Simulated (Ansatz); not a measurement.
**What pressure 0.7 GPa does to TiO2**

Take TiO2 in the rutile structure (space group P4_2/mnm, No. 136; a = 4.591 Å, c = 2.939 Å) as the base.

Modification: cell and atoms relaxed at a pressure of 0.7 GPa.

Computed with PBEsol in Ansatz (plane waves to 420 eV, PAW, spin-orbit coupling left out). Settings: 7×7×11 k-points, 0.05 eV Fermi–Dirac smearing.

| quantity | base | changed | shift |
|---|---|---|---|
| volume per atom | 10.33 Å³ | 10.29 Å³ | -0.031 Å³ |
| lattice parameter a | 4.591 Å | 4.586 Å | -0.0056 Å |
| c/a ratio | 0.640 | 0.641 | +0.0004 |
| enthalpy H = E + PV relative to the base's energy | – | +0.05 eV/atom | – |
| band gap | 1.87 eV | 1.87 eV | 0.00 eV |
| gap character | direct at Γ | direct at Γ | – |
| width of the top valence band | 1.65 eV | 1.65 eV | +0.006 eV |
| electron mass | 0.54 mₑ along c, 1.1 mₑ across (at Γ) | 0.54 mₑ along c, 1.1 mₑ across (at Γ) | – |
| valence-band top at Γ (three highest levels, from the VBM) | 0.00, -0.45, -0.45 eV | 0.00, -0.45, -0.45 eV | – |

Final structure:

```
TiO2
1.0
    4.58561     0.00000     0.00000
    0.00000     4.58561     0.00000
    0.00000     0.00000     2.93727
Ti O
2 4
Direct
  0.00000   0.00000   0.00000
  0.50000   0.50000   0.50000
  0.30433   0.30433   0.00000
  0.80433   0.19567   0.50000
  0.19567   0.80433   0.50000
  0.69567   0.69567   0.00000
```

Cost of the whole job for the changed cell (relaxation, final SCF and bands): about 40 core-seconds (a rough figure).

Load acts through the strain it causes; cell and atoms are relaxed under it. Effective masses come from finite differences of ±0.01 Å⁻¹. No phonon test of stability was made. The final runs are not spin-polarised.

Ansatz is an electronic-structure program.
